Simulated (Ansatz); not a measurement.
The starting structures come from a database of crystals and need not be the phases stable at ambient conditions.

 Where the default PAW files enter, the runs use the earlier of Ansatz's two default sets.

By PBEsol, the system below comes out a metal.

Given:

```xyz
4
Lattice="2.5308 0.0000 0.0000 0.0000 8.2618 0.0000 1.2654 0.0000 2.1917" Properties=species:S:1:pos:R:3 pbc="T T T"
Cu     0.0000     0.0000     0.0000
Cu     0.0000     4.1309     0.0000
Cu     1.2654     6.1964     0.7306
Cu     2.5308     2.0655     1.4611
```

Space group of this cell: P6_3/mmc. The cell is taken as given; by PBEsol its mean pressure is -2.0 GPa.

The current flows along the normal of the first two printed cell vectors, the (100) plane of the conventional cell. No spin-orbit coupling; the value is a mean over 0.1 eV about the Fermi level.

Problem. State the ballistic conductance per area according to PBEsol (Ansatz, a quantum-chemistry and plane-wave program).

Solution. 1.1 × 10¹⁵ S/m² for both spins.
